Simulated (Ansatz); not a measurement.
Space group P-3m1 (No. 164); a = 2.797 Å, b = 2.797 Å, c = 4.213 Å, α = 90.00°, β = 90.00°, γ = 120.00°

```csv
atom,site,symmetry,x,y,z
Cr,2d,3m.,0.6667,0.3333,0.2469
C,1b,-3m.,0.0000,0.0000,0.5000
```

Cr$_{2}$C (P-3m1), PBEsol, DFPT electron-phonon coupling, linearised Boltzmann equation (plane waves, PAW, scalar-relativistic; Ansatz, a first-principles code): the phonon-limited resistivity at 300 K is 13.5 μΩ·cm (x, the basal plane), 13.5 μΩ·cm (y, the basal plane), 8.04 μΩ·cm (z, c). Third figures are kept for the arithmetic.

Question: Bound the resistivity of a random, dense polycrystal without boundary scattering, and give the anisotropy.

Answer: Largest over smallest: 1.68. Upper bound, grains in series: (13.5 + 13.5 + 8.04)/3 = 11.7 μΩ·cm. Lower bound, grains side by side: 3/Σ(1/ρ) = 11.0 μΩ·cm. The best single-crystal direction lies 27 % under the lower bound.

Question: The current-weighted mean free path is 5.88 nm along x and 6.58 nm along z. How does ρ₀ℓ differ between these directions?

Answer: x: 13.5 × 5.88 = 7.9×10⁻¹⁶ Ω·m²; z: 8.04 × 6.58 = 5.3×10⁻¹⁶ Ω·m², a ratio of 1.50. The size effect in a wire also hangs on the velocities towards its walls, so the isotropic formulas don't carry over to this crystal.

A metal at this level (no band gap). Only scattering by harmonic phonons is included (no impurities, grain boundaries, electron-electron scattering or thermal expansion). Spin-orbit coupling is left out. Halving the electron mesh (36x36x20) moves the resistivity by up to 2 % at 300 K, the mean free path by up to 1 %. Smearing 0.20 eV; phonons on a 6x6x3 q mesh, which this run doesn't test.

Computed structure with no diffraction record at hand here (it may be known, metastable or hypothetical): Cr2C (P-3m1). Treated as nonmagnetic (a ferromagnetic start lost its moment, other orders weren't tried): Cr2C (P-3m1).
